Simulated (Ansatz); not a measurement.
S_Si in silicon (start: the Si site; 64-site cell, 2×2×2 shifted sampling). Calculation: PBE, PAW (plane waves to 420 eV; Ansatz, an electronic-structure program). Total energies of the localised charge states, counted from that of charge +1, and their image corrections (point charge with alignment); the host's valence-band maximum lies at 6.005 eV on the cells' energy zero and its gap is 0.61 eV.

```
charge         moment (μB)  E − E(first) (eV)  correction (eV)
------  ------------------  -----------------  ---------------
+1                     1.0              0.000            0.145
0       not spin-polarised              6.532            0.000
```

Question: Derive the transition levels above the valence-band maximum and say which of them are thermodynamic.

Answer: A level is the Fermi energy at which two charges have equal formation energy: ε(q/q′) = [E(q′) + corr(q′) − E(q) − corr(q)] / (q − q′) − E_VBM.
ε(+1/0) = [(6.532 + 0.000) − (0.000 + 0.145)] / 1 − 6.005 = 0.38 eV
Thermodynamic levels at least 0.1 eV inside the gap: (+1/0) at 0.38 eV. They hold to tenths of an eV in this cell. Only the charges listed were compared. At charge −1 the carrier sat in host band states, shallow at most. Charge +2 has its level within 0.1 eV of a band edge or past it.
